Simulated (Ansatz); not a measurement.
Data:

```xyz
2
Lattice="0.0000 2.0567 2.0567 2.0567 0.0000 2.0567 2.0567 2.0567 0.0000" Properties=species:S:1:pos:R:3 pbc="T T T"
N      0.0000     0.0000     0.0000
V      2.0567     2.0567     2.0567
```

No spin polarisation.

Computed with DFT with PBEsol, PAW potentials and a 420 eV plane-wave cutoff in Ansatz (an electronic-structure program), scalar-relativistic without spin-orbit coupling. k-mesh 20×20×20 (Γ-centred); smearing 0.05 eV (Fermi–Dirac).

What pressure does the calculation give?

-9.5 GPa.

What is the computed band gap?

Zero.

Predict the space group.

Fm-3m (No. 225).

The cells carry an imposed strain or load. Whether these cells are dynamically stable was not tested. All final runs are without spin polarisation. The cell was made from VN in the rock salt structure (space group Fm-3m, No. 225) by this change: isotropic strain +0.99 %.
